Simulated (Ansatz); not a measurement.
For ScGe (Cmcm, No. 63, 4 atoms in the cell; start mp-9970), LDA (PAW; Ansatz, a quantum-chemistry and plane-wave program) gives:

| Quantity | Result |
|---|---|
| bulk modulus B0 | 106 GPa |
| cohesive energy | 5.68 eV/atom |

Question: What does PBEsol (Ansatz, PAW) give for the same quantities?

Answer: 
- bulk modulus: 98.2 GPa (decreases by 7.4 %)
- cohesive energy: 5.26 eV/atom (decreases by 0.42 eV/atom)

Changes are worked out from the printed values.

Unless a cell is named, each level is at its own relaxed cell (LDA 17.99, PBEsol 18.57 Å³/atom).

Caveats: the bulk modulus is −V dP/dV from two relaxed cells at ±2 % in volume (LDA, PBEsol); the relaxation could not lower the start's symmetry, so the cell can be a saddle point above a distorted one (LDA, PBEsol). Ansatz's density-functional and Hartree–Fock values are scalar-relativistic unless marked +SOC, with PAW data made under PBE.

A start named mp-… is a Materials Project structure, which need not be a measured phase.
